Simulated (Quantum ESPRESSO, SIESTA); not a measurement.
Code comparison for NaFeO3 (Pm-3m, 5 atoms in the cell)

Self-consistent single point.

```xyz
5
Lattice="3.7493 0.0000 0.0000 0.0000 3.7493 0.0000 0.0000 0.0000 3.7493" Properties=species:S:1:pos:R:3 pbc="T T T"
Na     0.0000     0.0000     0.0000
Fe     1.8746     1.8746     1.8746
O      1.8746     1.8746     0.0000
O      0.0000     1.8746     1.8746
O      1.8746     0.0000     1.8746
```
Moments meant for the start (each program seeds them in its own way; μB, in the order of the atoms Na Fe O O O): 0.0 4.0 0.0 0.0 0.0.

Shared settings, as Quantum ESPRESSO writes them: occupations = smearing; smearing = gauss; degauss = 0.0036749 Ry; nspin = 2; K_POINTS = automatic 9 9 9 0 0 0. Potentials and cutoffs stand in the table.

```csv
code,model,pressure (GPa),size of the net moment (μB/atom),cutoff
Quantum ESPRESSO,"PBEsol+U, PseudoDojo standard norm-conserving (PBESOL) pseudopotentials",-2.00,0.90,90 Ry
SIESTA,"GGA PBEsol+U, numerical atomic orbitals DZP, PseudoDojo PBEsol standard norm-conserving potentials (rewritten from UPF to PSML)",-1.36,0.91,grid 400 Ry
```

Hubbard term: atomic; U Fe-3d 4 eV.

On Quantum ESPRESSO's run: the magnetic order is the one reached from the typed start; others were not searched systematically. With U or open f shells several self-consistent states can exist.

The spread over the programs that give each value: pressure within 0.64 GPa; size of the net moment within 0.01 μB/atom.

SIESTA uses small atom-centred bases, whose incompleteness enters pressures, forces and empty levels differently from a plane-wave cutoff. The same U acts on different projectors in each program, which moves gaps, moments and pressures.

The starting cell comes from a database of computed structures (which also holds hypothetical and non-ambient phases and stackings), without a prior relaxation at this level. Its lattice was rescaled by a random factor within 2.5 % of one.

Left out of this page: Ansatz (stopped by limits of time or memory).
